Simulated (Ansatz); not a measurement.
Ansatz (a quantum-chemistry and plane-wave program) run on CaLaAl₄ (F-43m, 6 atoms in the cell): self-consistent single point.

Method of the run: PBEsol, default PAW files made with PBE (plane waves; Ansatz).

```
CELL_PARAMETERS angstrom
      0.00000     4.02968     4.02968
      4.02968     0.00000     4.02968
      4.02968     4.02968     0.00000
ATOMIC_POSITIONS crystal
  Ca 0.75000 0.75000 0.75000
  La 0.00000 0.00000 0.00000
  Al 0.37495 0.37495 0.37495
  Al 0.87515 0.37495 0.37495
  Al 0.37495 0.37495 0.87515
  Al 0.37495 0.87515 0.37495
```

Reference input (self-consistent single point, DFT, PBEsol, plane waves, default PAW files made with PBE): basis.ecutwfc = 420 eV; kpoints.mp_grid.grid = 10 10 10; hamiltonian.xc = pbesol; hamiltonian.pseudopotentials = {kind: paw} (the program's default PAW files); scf.occupations.method = cold; scf.occupations.width = 0.1 eV. This run's input differs from it in these lines:

Ansatz 0.2 input:
```diff
@@ -16,3 +16,3 @@
   mp_grid:
-    grid: [10, 10, 10]
+    grid: [7, 7, 7]
 hamiltonian:
@@ -24,3 +24,3 @@
     method: cold
-    width: 0.1
+    width: 0.03
 output:
```

The program printed (abridged):

```
SCF iter   1: F=—  HF=-10055.609921 eV  |F-HF|=—  |Δ(HF+E_count)|=         —  Δρ=2.48e-3  dr2=8.39e-3  ethr=1.77e-3  ⟨swp⟩=7.3  Hψ=2577  notcnv=0
all-band conjugate gradients solve this SCF's bands
preconditioner: auto → none
SCF iter   2: F=—  HF=-10055.610418 eV  |F-HF|=—  |Δ(HF+E_count)|=   4.98e-4  S|Δr|=    0.00e0  Δρ=1.17e-3  dr2=2.29e-3  ethr=2.54e-5  ⟨swp⟩=2.1  Hψ=954  notcnv=0  defer=33
   [... lines left out ...]
SCF iter   5: F=—  HF=-10055.610157 eV  |F-HF|=—  |Δ(HF+E_count)|=   5.17e-5  S|Δr|=    0.00e0  Δρ=3.46e-5  dr2=2.31e-6  ethr=4.32e-8  ⟨swp⟩=2.0  Hψ=663  notcnv=0  defer=33
SCF iter   6: F=—  HF=-10055.610157 eV  |F-HF|=—  |Δ(HF+E_count)|=   1.48e-7  S|Δr|=    0.00e0  Δρ=1.81e-5  dr2=1.17e-6  ethr=7.00e-9  ⟨swp⟩=2.1  Hψ=730  notcnv=0  defer=33
SCF iter   7: F=-10055.610157 eV  HF=-10055.610157 eV  |F-HF|=3.80e-8  |Δ(HF+E_count)|=   2.32e-7  S|Δr|=    0.00e0  Δρ=4.29e-6  dr2=5.29e-8  ethr=3.03e-10  ⟨swp⟩=7.7  Hψ=2312  notcnv=0
SCF 1 converged in 7 iterations: F = -10055.610157 eV  dr2 = 5.29e-8
Stability not checked (fill_not_monotonic)
Free energy (F): -10055.610157 eV
Internal energy: -10055.609837 eV  (E = F + TS)
E sigma→0 (E₀):  -10055.610050 eV
Entropy (-TS):   -0.000320 eV (-0.053 meV/atom)
Fermi energy:    8.623121 eV
--- Forces (eV/Å), atoms counted from 1 ---
  atom   1  Ca    -0.00000000     0.00000000    -0.00000000
  atom   2  La     0.00000000     0.00000000     0.00000000
  atom   3  Al    -0.03378846    -0.03378846    -0.03378846
  atom   4  Al    -0.03378846     0.03378846     0.03378846
  atom   5  Al     0.03378846     0.03378846    -0.03378846
  atom   6  Al     0.03378846    -0.03378846     0.03378846
--- Stress (GPa, compression-positive) ---
       -1.303227      -0.000000      -0.000000
       -0.000000      -1.303227       0.000000
       -0.000000       0.000000      -1.303227
  P = ⅓ Tr σ = -1.3032 GPa (-13.032 kbar)
  The stress holds the Pulay correction. Without it, at fixed plane waves, as pw.x and ABINIT print it: P = -1.3346 GPa
```

The run converged in 7 iterations. Against the reference run the free energy is nearly the same (within 1 meV/atom), the pressure moves little (-1.28 to -1.30 GPa) and the largest force goes from 0.047 to 0.059 eV/Å.

The starting cell comes from a database of computed structures (which also holds hypothetical and non-ambient phases and stackings), without a prior relaxation at this level. Its lattice was rescaled by a random factor within 2.5 % of one. Ansatz's pressure includes its estimate of the finite-basis (Pulay) stress.
